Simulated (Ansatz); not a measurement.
Ansatz (a quantum-chemistry and plane-wave program) run on ScAg4 (I4/m, 5 atoms in the cell): relaxation of cell and atoms.

Computed with LDA (PW92), PAW files made with PBE (plane waves; Ansatz).

```xyz
5
Lattice="-3.3006 3.3006 2.0416 3.3006 -3.3006 2.0416 3.3006 3.3006 -2.0416" Properties=species:S:1:pos:R:3 pbc="T T T"
Sc     0.0000     0.0000     0.0000
Ag     3.9583     1.3177     0.0000
Ag    -0.6577     1.9829     2.0416
Ag     1.9829     0.6577     2.0416
Ag     1.3177     2.6429     0.0000
```

Reference input (self-consistent single point, DFT, LDA (PW92), plane waves, PAW files made with PBE): kpoints.mp_grid.grid = 6 6 6; hamiltonian.xc = lda; hamiltonian.pseudopotentials = {kind: paw} (the program's default PAW files); scf.occupations.method = fermi_dirac; scf.occupations.width = 0.1 eV. This run's input differs from it in these lines:

```diff
@@ -23,2 +23,4 @@
     width: 0.1
+relax:
+  cell: {}
 output:
```

Output, abridged:

```
   [... SCF lines of the steps left out ...]
relax step   1: F+E_penalty+E_count = -31922.96051869 eV  Δ(F+E_penalty+E_count) = +0.000e0 eV  max|allowed force component| = 2.667e-3 eV/Å  Δτ_max = 0.0000 Å  P = -7.742 GPa  Ω = 88.966 Å³  (9 SCF iters, dr2 threshold 1.00e-7 eV, accepted)
relax step   2: F+E_penalty+E_count = -31922.92773170 eV  Δ(F+E_penalty+E_count) = +3.279e-2 eV  max|allowed force component| = 1.568e-2 eV/Å  Δτ_max = 0.0010 Å  P = +11.613 GPa  Ω = 76.775 Å³  energy of the carried Pulay correction = +3.190e-3 eV  [...]
   [... lines left out ...]
relax step   5: F+E_penalty+E_count = -31923.12557596 eV  Δ(F+E_penalty+E_count) = -1.092e-4 eV  max|allowed force component| = 8.778e-4 eV/Å  Δτ_max = 0.0006 Å  P = +0.008 GPa  Ω = 82.706 Å³  energy of the carried Pulay correction = +1.581e-3 eV  [...]
relax step   6: F+E_penalty+E_count = -31923.12381818 eV  Δ(F+E_penalty+E_count) = +1.758e-3 eV  max|allowed force component| = 8.356e-4 eV/Å  Δτ_max = 0.0000 Å  P = +0.016 GPa  Ω = 82.706 Å³  stress off target by 3.66e-2 GPa  SCF on the basis [...]
basis re-selected at this cell: Δ(F+E_penalty+E_count) = +1.758e-3 eV, ΔP = +0.008 GPa vs the last step
the relaxation is at rest under the 8 symmetry operations that the run kept from its start: a minimum is not shown …
Free energy (F): -31923.123818 eV
Internal energy: -31923.061631 eV  (E = F + TS)
E sigma→0 (E₀):  -31923.092725 eV
Entropy (-TS):   -0.062187 eV (-12.437 meV/atom)
Fermi energy:    17.208299 eV
--- Forces (eV/Å), atoms counted from 1 ---
  atom   1  Sc    -0.00000000     0.00000000     0.00000000
   [... lines left out ...]
  cell:  # Å, volume = 82.7064 Å³
   [... lines left out ...]
    - { symbol: Ag, position: [0.19939197432031444, 0.5998993302163452, 0.7992913045366596] }
    - { symbol: Ag, position: [0.8006080256796858, 0.4001006697836548, 0.20070869546334041] }
    - { symbol: Ag, position: [0.5998993302163452, 0.8006080256796857, 0.4005073558960309] }
    - { symbol: Ag, position: [0.40010066978365477, 0.19939197432031439, 0.5994926441039692] }
```

The run converged. 

Summary of the result:
```
Quantity                                                                                   Result
-----------------------------------------------  ------------------------------------------------
Free energy E − TS (on the zero of these files)                                    -31923.1238 eV
Fermi level (on the code's own zero)                                                     17.21 eV
Pressure                                                                                 0.02 GPa
Final cell                                       a = b = c = 4.976 Å, α = β = 99.17°, γ = 132.94°
Final volume per atom                                                                    16.54 Å³
Relaxation steps                                                                                6
```

The starting cell comes from a database of computed structures (which also holds hypothetical and non-ambient phases and stackings), without a prior relaxation at this level. The relaxation keeps the symmetry of its start, so its end need not be a minimum. Ansatz's pressure includes its estimate of the finite-basis (Pulay) stress.

Keys are those of Ansatz 0.2.
